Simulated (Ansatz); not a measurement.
Carrier properties of BP under load (space group R3m)

Here is the system:

```
CELL_PARAMETERS angstrom
      0.05124     2.30532     2.30532
      2.30532     0.05124     2.30532
      2.30532     2.30532     0.05124
ATOMIC_POSITIONS crystal
  B  0.00081 0.00081 0.00081
  P  0.24919 0.24919 0.24919
```

These are r2SCAN with spin-orbit coupling, rigid bands (plane waves, PAW; Ansatz, a first-principles code) values and carry that method's errors. Condition of this run: uniaxial stress along [111] of -12 GPa (compression positive) (the target of the relaxation). How the cell was made: cell and atoms relaxed with PBEsol, then loaded as said.

| Property | Result |
|---|---|
| band gap | 1.27 eV |
| electron conductivity mass (300 K, dilute) | 0.34 mₑ |
| hole conductivity mass (300 K, dilute) | 0.36 mₑ |
| effective density of states N_c (300 K) | 5.5e19 cm⁻³ |
| effective density of states N_v (300 K) | 1.2e19 cm⁻³ |
| density-of-states mass, electrons | 1.69 mₑ |
| density-of-states mass, holes | 0.62 mₑ |
| Seebeck coefficient, n-type 1e19 cm⁻³, 300 K | -361 μV/K |
| best n-type power factor at 300 K for τ = 10 fs (best axis; densities from 1e16 to 1e21 cm⁻³ tried, whether or not they can be reached) | 24 μW/(cm·K²) at 1e20 cm⁻³ |
| Seebeck coefficient, p-type 1e19 cm⁻³, 300 K | 271 μV/K |

Rigid bands; masses and Seebeck coefficients take one relaxation time τ for all states and one kind of carrier; polarons and phonon drag are left out. Geometry: cell and atoms relaxed with PBEsol.
